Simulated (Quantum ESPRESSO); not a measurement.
Quantum ESPRESSO run on CaBPd3 (Pm-3m, 5 atoms in the cell): self-consistent single point.

Level of theory: PBEsol, GBRV 1.5 ultrasoft (PBESOL) pseudopotentials (plane waves; Quantum ESPRESSO).

```
CELL_PARAMETERS angstrom
      4.27842     0.00000     0.00000
      0.00000     4.27842     0.00000
      0.00000     0.00000     4.27842
ATOMIC_POSITIONS crystal
  Ca 0.50000 0.50000 0.50000
  B  0.00000 0.00000 0.00000
  Pd 0.50000 0.00000 0.00000
  Pd 0.00000 0.50000 0.00000
  Pd 0.00000 0.00000 0.50000
```

Reference input (self-consistent single point, DFT, PBEsol, plane waves, GBRV 1.5 ultrasoft (PBESOL) pseudopotentials): ecutwfc = 40 Ry; ecutrho = 320 Ry; occupations = smearing; smearing = marzari-vanderbilt; degauss = 0.0073499 Ry; potentials = {Ca: ca_pbesol_v1.uspp.F.UPF, B: b_pbesol_v1.4.uspp.F.UPF, Pd: pd_pbesol_v1.4.uspp.F.UPF}; K_POINTS = automatic 8 8 8 0 0 0; conv_thr = 1e-09 Ry. This run's input differs from it in these lines:

```diff
@@ -14,4 +14,4 @@
   ntyp = 3,
-  ecutwfc = 40,
-  ecutrho = 320,
+  ecutwfc = 60,
+  ecutrho = 480,
   occupations = 'smearing',
```

Output (repeated stretches shortened):

```
     Self-consistent Calculation

     iteration #  1     ecut=    60.00 Ry     beta= 0.70

---- Real-time Memory Report at c_bands before calling an iterative solver
           348 MiB given to the printing process from OS
           146 MiB allocation reported by mallinfo(arena+hblkhd)
------------------

     negative rho (up, down):  2.173E-01 0.000E+00

     total energy              =    -671.80751854 Ry
     estimated scf accuracy    <       8.95962518 Ry

     iteration #  2     ecut=    60.00 Ry     beta= 0.70

---- Real-time Memory Report at c_bands before calling an iterative solver
   [... lines left out ...]
           461 MiB given to the printing process from OS
           184 MiB allocation reported by mallinfo(arena+hblkhd)
------------------

     negative rho (up, down):  2.265E-01 0.000E+00

     total energy              =    -677.32509713 Ry
     estimated scf accuracy    <          2.5E-09 Ry

     iteration # 12     ecut=    60.00 Ry     beta= 0.70

---- Real-time Memory Report at c_bands before calling an iterative solver
           462 MiB given to the printing process from OS
           184 MiB allocation reported by mallinfo(arena+hblkhd)
------------------

     negative rho (up, down):  2.265E-01 0.000E+00
     End of self-consistent calculation

     the Fermi energy is    14.5475 ev

!    total energy              =    -677.32509713 Ry
     estimated scf accuracy    <          2.8E-10 Ry
     smearing contrib. (-TS)   =      -0.00021273 Ry
     internal energy E=F+TS    =    -677.32488440 Ry

     convergence has been achieved in  12 iterations

     negative rho (up, down):  2.265E-01 0.000E+00

     Forces acting on atoms (cartesian axes, Ry/au):

     atom    1 type  1   force =     0.00000000    0.00000000    0.00000000
   [... zero for the other atoms too ...]

     Total force =     0.000000     Total SCF correction =     0.000000

     negative rho (up, down):  2.265E-01 0.000E+00
          total   stress  (Ry/bohr**3)                   (kbar)     P=      -33.22
  -0.00022580   0.00000000   0.00000000          -33.22        0.00        0.00
   0.00000000  -0.00022580   0.00000000            0.00      -33.22        0.00
   0.00000000   0.00000000  -0.00022580            0.00        0.00      -33.22

   JOB DONE.
```

The run converged in 12 iterations. Against the reference run the free energy goes down by 7.0 meV/atom and the pressure hardly changes (-3.26 to -3.32 GPa).

The starting cell comes from a database of computed structures (which also holds hypothetical and non-ambient phases and stackings), without a prior relaxation at this level. Spin polarisation is off.

Cost on one core of a shared machine: roughly 2 min.
